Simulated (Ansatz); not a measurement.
The parent structure is Ru in the hcp (Mg type) structure (space group P6_3/mmc, No. 194; a = 2.676 Å, c = 4.224 Å; relaxed with 0.1 eV smearing). Axes: x lies along a and z along c of the hexagonal cell.

Computed with LDA (Ansatz, a first-principles code, PAW, no SOC).

It is then changed as follows: tensile biaxial strain of 0.50 % in the plane normal to [001], as in epitaxy on a mismatched substrate; the out-of-plane cell vector and the atoms relax.

Problem. What does the calculation give for the out-of-plane strain after the change?

Solution. The out-of-plane strain comes out as -0.27 %.

Problem. How does this affect the in-plane stress?

Solution. The mean in-plane stress (compression positive) amounts to -3.7 GPa.

Whether these cells are dynamically stable was not tested. All final runs are without spin polarisation.
